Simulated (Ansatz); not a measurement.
The parent structure is ZnGeP2 in the chalcopyrite structure (space group I-42d, No. 122).

```xyz
8
Lattice="-2.6870 2.6870 5.3127 2.6870 -2.6870 5.3127 2.6870 2.6870 -5.3127" Properties=species:S:1:pos:R:3 pbc="T T T"
Zn     0.0000     0.0000     0.0000
Zn     0.0000     2.6870     2.6564
Ge     0.0000     0.0000     5.3127
Ge     2.6870     0.0000     2.6564
P      1.3414     1.3435     6.6409
P      1.3435    -1.3414     3.9846
P      1.3456     1.3435     1.3282
P      1.3435     4.0283    -1.3282
```

Cartesian axes are those of the cell as printed.

Computed with Ansatz (a quantum-chemistry and plane-wave program) LDA, no SOC.

Strains are applied to the cell and any free atomic positions relax.

One change was made to it. Results:

```json
[
 {"quantity": "valence-band top at Γ (three highest levels, from the VBM)", "base": "0.00, -0.07, -0.07 eV", "after": "0.00, -0.02, -0.10 eV"},
 {"quantity": "band gap", "base": "1.00 eV", "after": "0.92 eV"}
]
```

**Question.** Which of these changes matches the shifts?
A) uniaxial strain ε_xx = −2.25 %
B) uniaxial strain ε_xx = −3.00 %
C) uniaxial strain ε_xx = −0.75 %
D) uniaxial strain ε_xx = −1.50 %

**Answer.** D, uniaxial strain ε_xx = −1.50 %. For comparison, the band gap in the other runs: uniaxial strain ε_xx = −3.00 % gives 0.77 eV; uniaxial strain ε_xx = −0.75 % gives 0.98 eV; uniaxial strain ε_xx = −2.25 % gives 0.85 eV.

Stability against distortions was not tested.
